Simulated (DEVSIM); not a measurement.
System: abrupt Si n-p junction, at 300 K.

Layer 1 from the left is Si, thickness (μm) 4.70, Nd (cm⁻³) 4.8e18, τn (s) 6.8e-6, τp (s) 6.8e-6. Layer 2 from the left is Si, thickness (μm) 160, Na (cm⁻³) 1.1e16, τn (s) 6.8e-6, τp (s) 6.8e-6.

Left contact: ohmic. Right contact: ohmic. Voltage is applied to the left contact. Recombination: SRH at mid-gap. Mobility is constant in doping.

This is a model device: material constants are rounded textbook-type values typed into the input, and sizes, dopings and lifetimes were drawn at random. Values at 300 K.

Si: gap (eV) 1.124, affinity (eV) 4.05, permittivity 11.7, Nc (cm⁻³) 2.86e19, Nv (cm⁻³) 3.1e19, μn (cm²/Vs) 1417, μp (cm²/Vs) 470.

Model (solved in DEVSIM): 1D drift-diffusion, Boltzmann statistics, complete ionisation; no tunnelling, impact ionisation, image-force lowering or self-heating.

Q: What does the simulation give for the potential step across the device at zero bias, the dark forward voltage at 1 A/cm², the dark forward voltage at 100 A/cm², the largest field in the device at zero bias?

A: potential step across the device at zero bias 0.872 V; dark forward voltage at 1 A/cm² 0.679 V; dark forward voltage at 100 A/cm² 0.899 V; largest field in the device at zero bias 130000 V/cm.
